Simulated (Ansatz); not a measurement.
This concerns the formation energy of the neutral Al_Si in Si (diamond, Fd-3m). Reaction: 215 Si (diamond) + Al (fcc) → cell A.

Cell A: a supercell of 216 sites of Si (diamond, Fd-3m) with Al on a Si site (4 Si at 2.43 Å); an odd number of electrons; spin state with PBE: no moments, k-point mesh 1×1×1.
```yaml
crystal:
  lattice:
    - [16.40912, 0.00000, 0.00000]
    - [0.00000, 16.40912, 0.00000]
    - [0.00000, 0.00000, 16.40912]
  atoms:
    - { symbol: Si, position: [0.08341, 0.24997, 0.08341] }
    - { symbol: Si, position: [0.00000, 0.00000, 0.16671] }
    - { symbol: Si, position: [0.08341, 0.08341, 0.24997] }
    - { symbol: Si, position: [0.00000, 0.16671, 0.00000] }
    - { symbol: Si, position: [0.25026, 0.25026, 0.25026] }
    - { symbol: Si, position: [0.16671, 0.00000, 0.00000] }
    - { symbol: Si, position: [0.24997, 0.08341, 0.08341] }
    - { symbol: Si, position: [0.16685, 0.16685, 0.16685] }
    - { symbol: Si, position: [0.08335, 0.25001, 0.41665] }
    - { symbol: Si, position: [0.00000, 0.00000, 0.50000] }
    - { symbol: Si, position: [0.08298, 0.08298, 0.58350] }
    - { symbol: Si, position: [0.00003, 0.16668, 0.33330] }
    - { symbol: Si, position: [0.24906, 0.24906, 0.58294] }
    - { symbol: Si, position: [0.16668, 0.00003, 0.33330] }
    - { symbol: Si, position: [0.25001, 0.08335, 0.41665] }
    - { symbol: Si, position: [0.16595, 0.16595, 0.49997] }
    - { symbol: Si, position: [0.08333, 0.25004, 0.74996] }
    - { symbol: Si, position: [0.00000, 0.00000, 0.83329] }
    - { symbol: Si, position: [0.08336, 0.08336, 0.91664] }
    - { symbol: Si, position: [0.99997, 0.16668, 0.66670] }
    - { symbol: Si, position: [0.25004, 0.25004, 0.91667] }
    - { symbol: Si, position: [0.16668, 0.99997, 0.66670] }
    - { symbol: Si, position: [0.25004, 0.08333, 0.74996] }
    - { symbol: Si, position: [0.16674, 0.16674, 0.83326] }
    - { symbol: Si, position: [0.08298, 0.58350, 0.08298] }
    - { symbol: Si, position: [0.00003, 0.33330, 0.16668] }
    - { symbol: Si, position: [0.08335, 0.41665, 0.25001] }
    - { symbol: Si, position: [0.00000, 0.50000, 0.00000] }
    - { symbol: Si, position: [0.24906, 0.58294, 0.24906] }
    - { symbol: Si, position: [0.16668, 0.33330, 0.00003] }
    - { symbol: Si, position: [0.25001, 0.41665, 0.08335] }
    - { symbol: Si, position: [0.16595, 0.49997, 0.16595] }
    - { symbol: Si, position: [0.08348, 0.58330, 0.41670] }
    - { symbol: Si, position: [0.00000, 0.33339, 0.50000] }
    - { symbol: Si, position: [0.08348, 0.41670, 0.58330] }
    - { symbol: Si, position: [0.00000, 0.50000, 0.33339] }
    - { symbol: Si, position: [0.25072, 0.58315, 0.58315] }
    - { symbol: Si, position: [0.16687, 0.33363, 0.33363] }
    - { symbol: Si, position: [0.25072, 0.41685, 0.41685] }
    - { symbol: Si, position: [0.16704, 0.50000, 0.50000] }
    - { symbol: Si, position: [0.08335, 0.58335, 0.74999] }
    - { symbol: Si, position: [0.99997, 0.33330, 0.83332] }
    - { symbol: Si, position: [0.08298, 0.41650, 0.91702] }
    - { symbol: Si, position: [0.00000, 0.50000, 0.66661] }
    - { symbol: Si, position: [0.25001, 0.58335, 0.91665] }
    - { symbol: Si, position: [0.16680, 0.33332, 0.66668] }
    - { symbol: Si, position: [0.24906, 0.41706, 0.75094] }
    - { symbol: Si, position: [0.16595, 0.50003, 0.83405] }
    - { symbol: Si, position: [0.08336, 0.91664, 0.08336] }
    - { symbol: Si, position: [0.99997, 0.66670, 0.16668] }
    - { symbol: Si, position: [0.08333, 0.74996, 0.25004] }
    - { symbol: Si, position: [0.00000, 0.83329, 0.00000] }
    - { symbol: Si, position: [0.25004, 0.91667, 0.25004] }
    - { symbol: Si, position: [0.16668, 0.66670, 0.99997] }
    - { symbol: Si, position: [0.25004, 0.74996, 0.08333] }
    - { symbol: Si, position: [0.16674, 0.83326, 0.16674] }
    - { symbol: Si, position: [0.08298, 0.91702, 0.41650] }
    - { symbol: Si, position: [0.00000, 0.66661, 0.50000] }
    - { symbol: Si, position: [0.08335, 0.74999, 0.58335] }
    - { symbol: Si, position: [0.99997, 0.83332, 0.33330] }
    - { symbol: Si, position: [0.25001, 0.91665, 0.58335] }
    - { symbol: Si, position: [0.16680, 0.66668, 0.33332] }
    - { symbol: Si, position: [0.24906, 0.75094, 0.41706] }
    - { symbol: Si, position: [0.16595, 0.83405, 0.50003] }
    - { symbol: Si, position: [0.08341, 0.91659, 0.75003] }
    - { symbol: Si, position: [0.00003, 0.66670, 0.83332] }
    - { symbol: Si, position: [0.08341, 0.75003, 0.91659] }
    - { symbol: Si, position: [0.00003, 0.83332, 0.66670] }
    - { symbol: Si, position: [0.24997, 0.91659, 0.91659] }
    - { symbol: Si, position: [0.16687, 0.66637, 0.66637] }
    - { symbol: Si, position: [0.25026, 0.74974, 0.74974] }
    - { symbol: Si, position: [0.16685, 0.83315, 0.83315] }
    - { symbol: Si, position: [0.41665, 0.25001, 0.08335] }
    - { symbol: Si, position: [0.33330, 0.00003, 0.16668] }
    - { symbol: Si, position: [0.41665, 0.08335, 0.25001] }
    - { symbol: Si, position: [0.33330, 0.16668, 0.00003] }
    - { symbol: Si, position: [0.58294, 0.24906, 0.24906] }
    - { symbol: Si, position: [0.50000, 0.00000, 0.00000] }
    - { symbol: Si, position: [0.58350, 0.08298, 0.08298] }
    - { symbol: Si, position: [0.49997, 0.16595, 0.16595] }
    - { symbol: Si, position: [0.41685, 0.25072, 0.41685] }
    - { symbol: Si, position: [0.33339, 0.00000, 0.50000] }
    - { symbol: Si, position: [0.41670, 0.08348, 0.58330] }
    - { symbol: Si, position: [0.33363, 0.16687, 0.33363] }
    - { symbol: Si, position: [0.58315, 0.25072, 0.58315] }
    - { symbol: Si, position: [0.50000, 0.00000, 0.33339] }
    - { symbol: Si, position: [0.58330, 0.08348, 0.41670] }
    - { symbol: Si, position: [0.50000, 0.16704, 0.50000] }
    - { symbol: Si, position: [0.41706, 0.24906, 0.75094] }
    - { symbol: Si, position: [0.33330, 0.99997, 0.83332] }
    - { symbol: Si, position: [0.41650, 0.08298, 0.91702] }
    - { symbol: Si, position: [0.33332, 0.16680, 0.66668] }
    - { symbol: Si, position: [0.58335, 0.25001, 0.91665] }
    - { symbol: Si, position: [0.50000, 0.00000, 0.66661] }
    - { symbol: Si, position: [0.58335, 0.08335, 0.74999] }
    - { symbol: Si, position: [0.50003, 0.16595, 0.83405] }
    - { symbol: Si, position: [0.41670, 0.58330, 0.08348] }
    - { symbol: Si, position: [0.33363, 0.33363, 0.16687] }
    - { symbol: Si, position: [0.41685, 0.41685, 0.25072] }
    - { symbol: Si, position: [0.33339, 0.50000, 0.00000] }
    - { symbol: Si, position: [0.58315, 0.58315, 0.25072] }
    - { symbol: Si, position: [0.50000, 0.33339, 0.00000] }
    - { symbol: Si, position: [0.58330, 0.41670, 0.08348] }
    - { symbol: Si, position: [0.50000, 0.50000, 0.16704] }
    - { symbol: Si, position: [0.41462, 0.58538, 0.41462] }
    - { symbol: Si, position: [0.33269, 0.33269, 0.50107] }
    - { symbol: Si, position: [0.41462, 0.41462, 0.58538] }
    - { symbol: Si, position: [0.33269, 0.50107, 0.33269] }
    - { symbol: Si, position: [0.58538, 0.58538, 0.58538] }
    - { symbol: Si, position: [0.50107, 0.33269, 0.33269] }
    - { symbol: Si, position: [0.58538, 0.41462, 0.41462] }
    - { symbol: Al, position: [0.50000, 0.50000, 0.50000] }
    - { symbol: Si, position: [0.41685, 0.58315, 0.74928] }
    - { symbol: Si, position: [0.33332, 0.33332, 0.83320] }
    - { symbol: Si, position: [0.41670, 0.41670, 0.91652] }
    - { symbol: Si, position: [0.33269, 0.49893, 0.66731] }
    - { symbol: Si, position: [0.58330, 0.58330, 0.91652] }
    - { symbol: Si, position: [0.49893, 0.33269, 0.66731] }
    - { symbol: Si, position: [0.58315, 0.41685, 0.74928] }
    - { symbol: Si, position: [0.50000, 0.50000, 0.83296] }
    - { symbol: Si, position: [0.41650, 0.91702, 0.08298] }
    - { symbol: Si, position: [0.33332, 0.66668, 0.16680] }
    - { symbol: Si, position: [0.41706, 0.75094, 0.24906] }
    - { symbol: Si, position: [0.33330, 0.83332, 0.99997] }
    - { symbol: Si, position: [0.58335, 0.91665, 0.25001] }
    - { symbol: Si, position: [0.50000, 0.66661, 0.00000] }
    - { symbol: Si, position: [0.58335, 0.74999, 0.08335] }
    - { symbol: Si, position: [0.50003, 0.83405, 0.16595] }
    - { symbol: Si, position: [0.41670, 0.91652, 0.41670] }
    - { symbol: Si, position: [0.33269, 0.66731, 0.49893] }
    - { symbol: Si, position: [0.41685, 0.74928, 0.58315] }
    - { symbol: Si, position: [0.33332, 0.83320, 0.33332] }
    - { symbol: Si, position: [0.58330, 0.91652, 0.58330] }
    - { symbol: Si, position: [0.49893, 0.66731, 0.33269] }
    - { symbol: Si, position: [0.58315, 0.74928, 0.41685] }
    - { symbol: Si, position: [0.50000, 0.83296, 0.50000] }
    - { symbol: Si, position: [0.41665, 0.91665, 0.74999] }
    - { symbol: Si, position: [0.33363, 0.66637, 0.83313] }
    - { symbol: Si, position: [0.41665, 0.74999, 0.91665] }
    - { symbol: Si, position: [0.33363, 0.83313, 0.66637] }
    - { symbol: Si, position: [0.58350, 0.91702, 0.91702] }
    - { symbol: Si, position: [0.50107, 0.66731, 0.66731] }
    - { symbol: Si, position: [0.58294, 0.75094, 0.75094] }
    - { symbol: Si, position: [0.49997, 0.83405, 0.83405] }
    - { symbol: Si, position: [0.74996, 0.25004, 0.08333] }
    - { symbol: Si, position: [0.66670, 0.99997, 0.16668] }
    - { symbol: Si, position: [0.74996, 0.08333, 0.25004] }
    - { symbol: Si, position: [0.66670, 0.16668, 0.99997] }
    - { symbol: Si, position: [0.91667, 0.25004, 0.25004] }
    - { symbol: Si, position: [0.83329, 0.00000, 0.00000] }
    - { symbol: Si, position: [0.91664, 0.08336, 0.08336] }
    - { symbol: Si, position: [0.83326, 0.16674, 0.16674] }
    - { symbol: Si, position: [0.75094, 0.24906, 0.41706] }
    - { symbol: Si, position: [0.66661, 0.00000, 0.50000] }
    - { symbol: Si, position: [0.74999, 0.08335, 0.58335] }
    - { symbol: Si, position: [0.66668, 0.16680, 0.33332] }
    - { symbol: Si, position: [0.91665, 0.25001, 0.58335] }
    - { symbol: Si, position: [0.83332, 0.99997, 0.33330] }
    - { symbol: Si, position: [0.91702, 0.08298, 0.41650] }
    - { symbol: Si, position: [0.83405, 0.16595, 0.50003] }
    - { symbol: Si, position: [0.74974, 0.25026, 0.74974] }
    - { symbol: Si, position: [0.66670, 0.00003, 0.83332] }
    - { symbol: Si, position: [0.75003, 0.08341, 0.91659] }
    - { symbol: Si, position: [0.66637, 0.16687, 0.66637] }
    - { symbol: Si, position: [0.91659, 0.24997, 0.91659] }
    - { symbol: Si, position: [0.83332, 0.00003, 0.66670] }
    - { symbol: Si, position: [0.91659, 0.08341, 0.75003] }
    - { symbol: Si, position: [0.83315, 0.16685, 0.83315] }
    - { symbol: Si, position: [0.74999, 0.58335, 0.08335] }
    - { symbol: Si, position: [0.66668, 0.33332, 0.16680] }
    - { symbol: Si, position: [0.75094, 0.41706, 0.24906] }
    - { symbol: Si, position: [0.66661, 0.50000, 0.00000] }
    - { symbol: Si, position: [0.91665, 0.58335, 0.25001] }
    - { symbol: Si, position: [0.83332, 0.33330, 0.99997] }
    - { symbol: Si, position: [0.91702, 0.41650, 0.08298] }
    - { symbol: Si, position: [0.83405, 0.50003, 0.16595] }
    - { symbol: Si, position: [0.74928, 0.58315, 0.41685] }
    - { symbol: Si, position: [0.66731, 0.33269, 0.49893] }
    - { symbol: Si, position: [0.74928, 0.41685, 0.58315] }
    - { symbol: Si, position: [0.66731, 0.49893, 0.33269] }
    - { symbol: Si, position: [0.91652, 0.58330, 0.58330] }
    - { symbol: Si, position: [0.83320, 0.33332, 0.33332] }
    - { symbol: Si, position: [0.91652, 0.41670, 0.41670] }
    - { symbol: Si, position: [0.83296, 0.50000, 0.50000] }
    - { symbol: Si, position: [0.75094, 0.58294, 0.75094] }
    - { symbol: Si, position: [0.66637, 0.33363, 0.83313] }
    - { symbol: Si, position: [0.74999, 0.41665, 0.91665] }
    - { symbol: Si, position: [0.66731, 0.50107, 0.66731] }
    - { symbol: Si, position: [0.91702, 0.58350, 0.91702] }
    - { symbol: Si, position: [0.83313, 0.33363, 0.66637] }
    - { symbol: Si, position: [0.91665, 0.41665, 0.74999] }
    - { symbol: Si, position: [0.83405, 0.49997, 0.83405] }
    - { symbol: Si, position: [0.75003, 0.91659, 0.08341] }
    - { symbol: Si, position: [0.66637, 0.66637, 0.16687] }
    - { symbol: Si, position: [0.74974, 0.74974, 0.25026] }
    - { symbol: Si, position: [0.66670, 0.83332, 0.00003] }
    - { symbol: Si, position: [0.91659, 0.91659, 0.24997] }
    - { symbol: Si, position: [0.83332, 0.66670, 0.00003] }
    - { symbol: Si, position: [0.91659, 0.75003, 0.08341] }
    - { symbol: Si, position: [0.83315, 0.83315, 0.16685] }
    - { symbol: Si, position: [0.74999, 0.91665, 0.41665] }
    - { symbol: Si, position: [0.66731, 0.66731, 0.50107] }
    - { symbol: Si, position: [0.75094, 0.75094, 0.58294] }
    - { symbol: Si, position: [0.66637, 0.83313, 0.33363] }
    - { symbol: Si, position: [0.91702, 0.91702, 0.58350] }
    - { symbol: Si, position: [0.83313, 0.66637, 0.33363] }
    - { symbol: Si, position: [0.91665, 0.74999, 0.41665] }
    - { symbol: Si, position: [0.83405, 0.83405, 0.49997] }
    - { symbol: Si, position: [0.74996, 0.91667, 0.74996] }
    - { symbol: Si, position: [0.66668, 0.66668, 0.83320] }
    - { symbol: Si, position: [0.74996, 0.74996, 0.91667] }
    - { symbol: Si, position: [0.66668, 0.83320, 0.66668] }
    - { symbol: Si, position: [0.91664, 0.91664, 0.91664] }
    - { symbol: Si, position: [0.83320, 0.66668, 0.66668] }
    - { symbol: Si, position: [0.91667, 0.74996, 0.74996] }
    - { symbol: Si, position: [0.83326, 0.83326, 0.83326] }
```

Reference: Si (diamond, Fd-3m), 216 atoms in the cell, the relaxed perfect crystal repeated, atoms not moved again, k-point mesh 1×1×1 on the run's own vectors.

Reference: Al (fcc, Fm-3m), 1 atom in the cell, k-point mesh 26×26×26 on the run's own vectors. Conventional cell: a = b = c = 4.0410 Å, α = β = γ = 90.00°.

Computed with Ansatz (plane waves, PAW), its PAW set soft_1, cutoff 420 eV. The structures are at rest with PBE, within the held lattices. Neutral cells; Fermi-Dirac smearing of at most 0.10 eV in the solids, energies taken to zero width. Larger cells are relaxed from a start prepared with the learned potential CHGNet till forces fall under 0.03 eV/Å, which some starts already meet. A dispersion term (D3(BJ), or D4 for r2SCAN) was computed beside these levels and is taken off wherever the name lacks it. Space groups of crystals are read within 0.01 Å. Static lattices, no vibrational contributions. Cells are local rest points, mostly with their start's symmetry. Values are for these cell sizes. Mesh and cell size may move defect energies by 0.1 eV or more.

Q: Estimate the value that PBE returns for this input.

A: 0.91 eV, for 215 Si (diamond) + Al (fcc) → cell A.

Ansatz is an electronic-structure program.
